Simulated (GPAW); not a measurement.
```
Sc
1.0
    3.31899     0.00000     0.00000
   -1.65949     2.87433     0.00000
    0.00000     0.00000    10.67887
Sc
4
Direct
  0.00000   0.00000   0.00000
  0.00000   0.00000   0.50000
  0.33333   0.66667   0.25000
  0.66667   0.33333   0.75000
```

Level of theory: PBEsol, GPAW PAW datasets PBEsol (made by gpaw-setup) (plane waves; GPAW).

The set-up and first iterations of a GPAW log for Sc (P6_3/mmc, 4 atoms in the cell):

```
Input parameters:
  convergence: {density: 7e-09,
                eigenstates: 2e-18,
                energy: 2e-14}
  kpts: [[-0.35714286 -0.35714286 -0.25      ],
         [-0.35714286 -0.35714286  0.25      ],
         [-0.35714286 -0.21428571 -0.25      ],
         ...,
         [ 0.5         0.35714286  0.25      ],
         [ 0.5         0.5        -0.25      ],
         [ 0.5         0.5         0.25      ]]
  maxiter: 150
  mode: {ecut: 850.0,
         name: pw}
  nbands: -10
  occupations: {name: methfessel-paxton,
                order: 1,
                width: 0.136}
  symmetry: {symmorphic: False,
             tolerance: 0.0005}
  xc: PBEsol

species:
  Sc:
    name: Scandium
    Z: 21.0
    valence: 11
    core: 10
    charge: 0.0
    file: Sc.PBEsol.gz

    # Using partial waves for Sc as LCAO basis

Reference energy: -83056.382509  # eV

Spin-paired calculation

Convergence criteria:
   [... lines left out ...]

Eigensolver

Densities:
  Coarse grid: 24*24*72 grid
  Fine grid: 48*48*144 grid
  Total Charge: 0.000000

Density mixing:
  Method: separate
  Backend: pulay
  Linear mixing parameter: 0.05
  old densities: 5
  Damping of long wavelength oscillations: 50

Hamiltonian:
  XC and Coulomb potentials evaluated on a 48*48*144 grid
  External potential:
    NoExternalPotential

XC parameters: PBEsol with 2 nearest neighbor stencil

Number of atoms: 4
Number of atomic orbitals: 52
Number of bands in calculation: 32
Number of valence electrons: 44
Bands to converge: occupied

Density initialized from atomic densities
  32 bands from LCAO basis set

Atomic positions and initial magnetic moments

Positions:
   0 Sc     0.000000    0.000000    0.000000    ( 0.0000,  0.0000,  0.0000)
   1 Sc     0.000000    0.000000    5.339435    ( 0.0000,  0.0000,  0.0000)
   2 Sc    -0.000002    1.916220    2.669718    ( 0.0000,  0.0000,  0.0000)
   3 Sc     1.659497    0.958109    8.009153    ( 0.0000,  0.0000,  0.0000)

Unit cell:
           periodic     x           y           z      points  spacing
  1. axis:    yes    3.318990    0.000000    0.000000    24     0.1198
  2. axis:    yes   -1.659495    2.874329    0.000000    24     0.1198
  3. axis:    yes    0.000000    0.000000   10.678871    72     0.1483

  Lengths:   3.318990   3.318989  10.678871
  Angles:   90.000000  90.000000 120.000006

Effective grid spacing dv^(1/3) = 0.1349
     iter     time        total  log10-change:
                         energy   eigst   dens
iter:   1 --:--:--   -20.029732
iter:   2 --:--:--   -20.061473   +0.16  -1.47
iter:   3 --:--:--   -19.784982   +0.01  -1.50
iter:   4 --:--:--   -19.873772   -0.32  -1.86
iter:   5 --:--:--   -19.901151   -0.61  -2.18
```

Q: How does the run end?

A: The run ended unconverged after 150 iterations. It gives no final result for the task that was set. Warnings to mind: Note: your k-points are not as symmetric as your crystal!. The log goes on:

```
   [... 50 lines left out ...]
iter:  56 --:--:--   -19.876306   -9.19  -7.74
iter:  57 --:--:--   -19.876306   -9.22  -7.79
iter:  58 --:--:--   -19.876306   -9.37  -7.86
   [... lines left out ...]
iter: 149 --:--:--   -19.876306  -20.27c -12.02c
iter: 150 --:--:--   -19.876306  -20.00c -12.10c

Did not converge!

Here are some tips:

1) Make sure the geometry and spin-state is physically sound.
2) Use less aggressive density mixing.
3) Solve the eigenvalue problem more accurately at each scf-step.
4) Use a smoother distribution function for the occupation numbers.
5) Try adding more empty states.
6) Use enough k-points.
7) Don't let your structure optimization algorithm take too large steps.
8) Solve the Poisson equation more accurately.
9) Better initial guess for the wave functions.

See details here:

    https://gpaw.readthedocs.io/documentation/convergence.html
Traceback (most recent call last):
   [... frames left out ...]
gpaw.KohnShamConvergenceError: Did not converge!  See text output for help.
```

The starting cell was generated: these elements placed on a structure prototype, without a prior relaxation; it need not be a known phase or ordering of this composition. Its lattice was rescaled by a random factor within 2.5 % of one.

The run was DFT PBEsol, plane waves, GPAW PAW datasets PBEsol (made by gpaw-setup). Main settings of its input:

- mode = pw
- ecut = 850 eV
- xc = PBEsol
- kpts = 7 7 2
- mesh shift (steps) = 0.5 0.5 0.5
- occupations.name = methfessel-paxton
- occupations.width = 0.136 eV
- occupations.order = 1
- nbands = -10
- convergence.energy = 2e-14 eV/electron
- convergence.density = 7e-09 e/electron
- convergence.eigenstates = 2e-18
